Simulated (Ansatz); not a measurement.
We consider RuAl3 (model structure, started from the A15 type, Pm-3n, No. 223, 8 atoms in the cell), described by LDA (plane waves, PAW; Ansatz, a program for electronic structure).

Settings: plane-wave cutoff 520 eV, 12×12×12 k mesh, Fermi–Dirac smearing 0.05 eV, no spin polarisation, scalar-relativistic PAW data made under PBE.

Cell (relaxed at this level):

```
CELL_PARAMETERS angstrom
      4.82720     0.00000     0.00000
      0.00000     4.82720     0.00000
      0.00000     0.00000     4.82720
ATOMIC_POSITIONS crystal
  Al 0.25000 0.00000 0.50000
  Al 0.75000 0.00000 0.50000
  Al 0.00000 0.50000 0.25000
  Al 0.00000 0.50000 0.75000
  Al 0.50000 0.25000 0.00000
  Al 0.50000 0.75000 0.00000
  Ru 0.00000 0.00000 0.00000
  Ru 0.50000 0.50000 0.50000
```

Task: What does this level give for the bulk modulus B0?

Result: 
- bulk modulus B0 = 159 GPa

Note: the run has no spin polarisation, so it can have missed a magnetic state; the bulk modulus is −V dP/dV from two relaxed cells at ±2 % in volume; the relaxation could raise the start's symmetry but not lower it, so the cell can be a saddle point.

Computed values are for the static lattice.

A model structure was made by putting elements into a prototype or built by hand; it is no filed structure, need not be a known phase, and can be a saddle point held by its symmetry.
